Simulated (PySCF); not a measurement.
PySCF 2.14.0, PBE0/def2-svpd, df: Si(H)3(Cl) ([SiH3]Cl), 5 atoms. The geometry is a generated start, not checked to be a minimum at this level.

| Quantity | Result |
|---|---|
| task | energy |
| method | pbe0 |
| basis | def2-svpd |
| two-electron scheme | density fitting |
| mol.max_memory | 3000 MB |
| mf.max_cycle | 100 |
| mf.init_guess | minao (default) |
| mf.DIIS | CDIIS (default) |
| mf.diis_space | 8 (default) |
| mf.conv_tol | 1e-09 (default) |
| mf.grids.level | 3 (default) |
| basis functions | 75 |
| grid points | 67488 |

```xyz
5

Si    -0.1309    -0.0034    -0.0072
Cl     1.8770     0.0530     0.0700
H     -0.5189    -0.9854    -1.0131
H     -0.6064     1.3280    -0.3602
H     -0.6208    -0.3922     1.3105
```

One run each on 2 threads, 1 BLAS thread. Values of level_shift (Hartree) tried: 0 (default), 0.1, 0.3, 1.

### Question
How does the count of Fock builds change with level_shift (Hartree), and where is it least?

### Answer
Fewest Fock builds, within one of each other: 0 (default) with 10, 0.1 with 10. The count rises to 26 at 1. All converge to one solution.

```csv
level_shift (Hartree),Fock builds,end
0 (default),10,same solution
0.1,10,same solution
0.3,13,same solution
1,26,same solution
```
